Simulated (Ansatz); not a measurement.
Relaxation of the outer planes of the (010) surface of alpha gallium in its 1x1 cell, outermost plane spacing 1.45 Å in the ideal cut.

These are PBE (plane waves to 420 eV, PAW; Ansatz, a program for electronic structure) values and carry that method's errors.

Set-up: 16 atoms, 13.1 Å thick at the start; mesh 8x8x1; 0.1 eV smearing; dipole correction on; all atoms relaxed; start symmetry kept, larger cells not searched; no spin, no spin-orbit, no U.

```json
[
 {"plane": "1", "atoms": "2 Ga", "bulk spacing to the next (Å)": "1.450", "relaxed spacing (Å)": "1.590", "change (%)": "9.7", "rumpling (Å)": "0.00"},
 {"plane": "2", "atoms": "2 Ga", "bulk spacing to the next (Å)": "2.420", "relaxed spacing (Å)": "2.459", "change (%)": "1.6", "rumpling (Å)": "0.00"}
]
```
